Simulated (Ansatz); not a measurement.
Point defect Fe on the Ga site (Fe_Ga) in zinc-blende GaSb

These are PBE, PAW (plane waves to 420 eV; Ansatz, a quantum-chemistry and plane-wave program) values and carry that method's errors. Cell and caveats: 64-site cell; 2×2×2 shifted k-points; start: the Ga site; no spin–orbit coupling; no Hubbard U; the functional closes the host's gap; energies good to tenths of an eV.

Neighbours after relaxation, in Å: of the Fe atom: Sb 2.58, Sb 2.58, Sb 2.59, Sb 2.59.

```json
[
 {"charge": "0†", "moment (μB)": "fractional", "largest move off a lattice site (Å)": "0.11"}
]
```

† Not settled in this cell, so no level is given: charge 0: fractional moment.

Starting moments that weren't kept: charge 0 began with 5 μB and ended with 3.1.
